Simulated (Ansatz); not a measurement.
## L1₂ (Cu3Au-type) Cu3Au: elastic constant C11 by level of theory

No measured value is used here.

```
level (code)     value (GPa)  cell (Å³/atom)
---------------  -----------  --------------
LDA (Ansatz)             240           12.37
PBE (Ansatz)             180           13.51
PBEsol (Ansatz)          217           12.80
```

Density-functional levels without +SOC have no spin–orbit coupling. Each level is taken at its own relaxed cell. Ansatz's density-functional and Hartree–Fock values are scalar-relativistic unless marked +SOC, with PAW data made under PBE.

Ansatz is a program for electronic structure.
